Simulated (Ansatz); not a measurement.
**GaAs: pressure series**

Take GaAs in the zinc blende structure (space group F-43m, No. 216; a = 5.666 Å) as the base.

Cell and atoms are relaxed at each pressure.

Method: DFT with r2SCAN, PAW potentials and a 500 eV plane-wave cutoff in Ansatz (a program for electronic structure), scalar-relativistic without spin-orbit coupling, earlier PAW set.

Computed cases, in order: pressure −2 GPa; pressure −1 GPa; 0 GPa (base); pressure 1.8 GPa; pressure 4.2 GPa; pressure 9 GPa; pressure 18 GPa; pressure 30 GPa; pressure 45 GPa; pressure 60 GPa.

Q: Between which two neighbouring cases does the gap turn between direct and indirect?

A: Between pressure 4.2 GPa (1.39 eV, direct at Γ) and pressure 9 GPa (1.56 eV, indirect, Γ → Γ–X (87 % along)). The whole series: pressure −2 GPa: 0.73 eV, direct at Γ; pressure −1 GPa: 0.86 eV, direct at Γ; 0 GPa (base): 0.97 eV, direct at Γ; pressure 1.8 GPa: 1.16 eV, direct at Γ; pressure 4.2 GPa: 1.39 eV, direct at Γ; pressure 9 GPa: 1.56 eV, indirect, Γ → Γ–X (87 % along); pressure 18 GPa: 1.41 eV, indirect, Γ → Γ–X (87 % along); pressure 30 GPa: 1.23 eV, indirect, Γ → X; pressure 45 GPa: 1.03 eV, indirect, Γ → X; pressure 60 GPa: 0.85 eV, indirect, Γ → X.

Load acts through the strain it causes; cell and atoms are relaxed under it. Whether these cells are dynamically stable was not tested. Measured, GaAs leaves this structure (for a Cmcm phase) near 15 GPa (room temperature; as listed in arXiv:1906.07825).
